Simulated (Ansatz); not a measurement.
**MoSi (model structure, started from the FeB type, Pnma, No. 62, 8 atoms in the cell)**

Method: PBEsol (PAW; Ansatz, a program for electronic structure).

Numerical settings: plane-wave cutoff 500 eV, 6×10×8 k mesh (along the axes of the cell as run), Fermi–Dirac smearing 0.05 eV, no spin polarisation, scalar-relativistic PAW data made under PBE.

Cell (relaxed at this level):

```cif
data_Mo4Si4
_chemical_formula_sum 'Mo4 Si4'
_space_group_name_H-M_alt 'P 1'
_space_group_IT_number 1
_cell_length_a 5.69175
_cell_length_b 4.13563
_cell_length_c 4.70687
_cell_angle_alpha 90.000
_cell_angle_beta 90.000
_cell_angle_gamma 90.000
loop_
_space_group_symop_operation_xyz
  'x, y, z'
loop_
_atom_site_label
_atom_site_type_symbol
_atom_site_fract_x
_atom_site_fract_y
_atom_site_fract_z
_atom_site_occupancy
Mo1 Mo 0.17866 0.25000 0.15050 1
Mo2 Mo 0.32134 0.75000 0.65050 1
Mo3 Mo 0.82134 0.75000 0.84950 1
Mo4 Mo 0.67866 0.25000 0.34950 1
Si1 Si 0.04877 0.25000 0.65954 1
Si2 Si 0.45123 0.75000 0.15954 1
Si3 Si 0.95123 0.75000 0.34046 1
Si4 Si 0.54877 0.25000 0.84046 1
```

| Property | Result |
|---|---|
| band gap | none |

Note: the relaxation could raise the start's symmetry but not lower it, so the cell can be a saddle point.

Spin–orbit coupling is not included.

Computed values are for the static lattice.

A model structure was made by putting elements into a prototype or built by hand; it is no filed structure, need not be a known phase, and can be a saddle point held by its symmetry.
